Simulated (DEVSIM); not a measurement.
Structure: abrupt Si n-p junction, at 400 K.

Layer 1 from the left is Si, thickness (μm) 6.30, Nd (cm⁻³) 1.3e18, τn (s) 2.6e-7, τp (s) 2.6e-7. Layer 2 from the left is Si, thickness (μm) 30.0, Na (cm⁻³) 5.4e17, τn (s) 2.6e-7, τp (s) 2.6e-7.

Left contact: ohmic. Right contact: ohmic. Voltage is applied to the left contact. Recombination: SRH at mid-gap, radiative, Auger. Mobility is μmin + (μ − μmin)/(1 + (N/Nref)^α).

This is a model device: material constants are rounded textbook-type values typed into the input, and sizes, dopings and lifetimes were drawn at random. Values at 300 K; Nc and Nv go as T^1.5, mobilities as T to minus their exponent, the gap by Varshni's rule with the affinity fixed.

Si: gap (eV) 1.124, affinity (eV) 4.05, permittivity 11.7, Nc (cm⁻³) 2.86e19, Nv (cm⁻³) 3.1e19, μn (cm²/Vs) 1417, μp (cm²/Vs) 470, μn,min 52, μp,min 45, Nref,n 9.7e16, Nref,p 2.2e17, αn 0.68, αp 0.72, T exponent of μn 2.3, T exponent of μp 2.2, B (cm³/s) 4.7e-15, Cn (cm⁶/s) 2.8e-31, Cp (cm⁶/s) 9.9e-32, Varshni α (eV/K) 0.000473, Varshni β (K) 636.

**Question.** Estimate by hand the built-in potential, the peak field at zero bias, and compare with a numerical solution.

**Answer.** 
- Built-in potential: ni = √(Nc Nv) exp(−Eg/2kT) = 5.68e12 cm⁻³ with Eg = 1.096 eV; Vbi = kT/q ln(Na Nd/ni²) = 0.821 V; numerical 0.821 V.
- Peak field at zero bias: depletion approximation: W = √(2εVbi/(qN)) = 0.0527 μm with N = 3.82e17 cm⁻³; field = 2Vbi/W = 311000 V/cm; numerical 298000 V/cm (estimate above by 4.5 %).

DEVSIM, 1D drift-diffusion, Boltzmann statistics, complete ionisation; no tunnelling, impact ionisation, image-force lowering or self-heating.
